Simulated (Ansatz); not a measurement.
# Lu in the hcp (Mg type) structure (space group P6_3/mmc, No. 194)

Lu has the hexagonal space group P6₃/mmc (No. 194), the hcp (Mg type) structure, Pearson symbol hP2. Cell: a = b = 3.507 Å, c = 5.462 Å, α = β = 90.00°, γ = 120.00°. Lu on 2c has 12 Lu at 3.400–3.507 Å (anticuboctahedral). (Neighbours: up to the widest gap in distance over summed covalent radii, below 1.35, at either atom.)

Calculations: DFT with PBE, PAW potentials and a 420 eV plane-wave cutoff in Ansatz (an electronic-structure program), scalar-relativistic without spin-orbit coupling. k-mesh 15×15×9 (Γ-centred); smearing 0.05 eV (Fermi–Dirac).

```yaml
volume_per_atom: 29.09 Å³
density: 9.99 g/cm³
band_gap: zero
total_energy: -14732.425 eV/atom (σ→0; compares only within this code and set-up)
```

Whether these cells are dynamically stable was not tested.
